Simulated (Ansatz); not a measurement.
# 2 layers of goldene, twisted by 13.2° from the antiparallel setting

Calculation: PBE+D3(BJ) (plane waves to 420 eV, PAW; Ansatz, an electronic-structure program). Spin–orbit coupling is left out. Its k-point mesh 3×3×1, Fermi–Dirac width 0.05 eV. A dipole correction is on.

| Item | Result |
|---|---|
| gap between facing atomic planes | 2.81 Å |
| step of the vacuum level across the stack (top less bottom) | 0.00 eV |
| interaction energy of the frozen layers | -64.4 meV/Å² |
| interaction energy without the D3 term at this geometry | -14.6 meV/Å² |
| work functions of the lower and upper faces | 5.47 and 5.47 eV |

```xyz
38
Lattice="11.8956 0.0000 0.0000 -5.9478 10.3019 0.0000 0.0000 0.0000 21.5000" Properties=species:S:1:pos:R:3 pbc="T T T"
Au    -3.1282     6.5130     9.3141
Au    -3.4445     9.2260     9.2576
Au     0.0000     0.0000     9.2158
Au    -0.3199     2.7058     9.2576
Au    -0.6319     5.4196     9.3436
Au    -0.9383     8.1394     9.3436
Au     2.1834     1.6300     9.2576
Au     1.8715     4.3363     9.3141
Au     1.5703     7.0448     9.3436
Au     1.2567     9.7545     9.3141
Au     4.6911     0.5474     9.3141
Au     4.3775     3.2571     9.3436
Au     4.0763     5.9655     9.3141
Au     3.7644     8.6719     9.2576
Au     6.8861     2.1625     9.3436
Au     6.5797     4.8823     9.3436
Au     6.2677     7.5960     9.2576
Au     9.3923     1.0759     9.2576
Au     9.0759     3.7889     9.3141
Au    -3.7644     8.6719    12.2424
Au    -1.8715     4.3363    12.1859
Au    -1.5703     7.0448    12.1564
Au    -1.2567     9.7545    12.1859
Au     0.0000     0.0000    12.2842
Au     0.3199     2.7058    12.2424
Au     0.6319     5.4196    12.1564
Au     0.9383     8.1394    12.1564
Au     2.5033     1.0759    12.2424
Au     2.8196     3.7889    12.1859
Au     3.1282     6.5130    12.1859
Au     3.4445     9.2260    12.2424
Au     5.0095     2.1625    12.1564
Au     5.3159     4.8823    12.1564
Au     5.6279     7.5960    12.2424
Au     7.2045     0.5474    12.1859
Au     7.5181     3.2571    12.1564
Au     7.8193     5.9655    12.1859
Au     9.7122     1.6300    12.2424
```
